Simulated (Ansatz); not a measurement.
Given:

```xyz
2
Lattice="0.0000 2.8837 2.7862 2.8837 0.0000 2.7862 2.8837 2.8837 0.0000" Properties=species:S:1:pos:R:3 pbc="T T T"
Be     0.0000     0.0000     0.0000
Te     4.3255     4.3255     4.1793
```

These are r2SCAN with spin-orbit coupling, rigid bands (plane waves, PAW; Ansatz, a quantum-chemistry and plane-wave program) values and carry that method's errors. Condition of this run: biaxial stress xx = yy = -2 GPa (compression positive) (the target of the relaxation). Cell: cell and atoms relaxed with r2SCAN, then loaded as said.

**Question.** Predict the hole conductivity mass (n e² τ/σ) at 300 K, by direction if it differs.

**Answer.** 0.41 (x), 0.41 (y), 0.33 (z) mₑ.

**Question.** Predict the electron conductivity mass (n e² τ/σ) at 300 K, by direction if it differs.

**Answer.** 0.29 (x), 0.29 (y), 2.3 (z) mₑ.

**Question.** And the band gap?

**Answer.** 1.93 eV at this level; semilocal functionals usually fall short of the measured gap.

Rigid bands, one relaxation time for all states, no polarons.
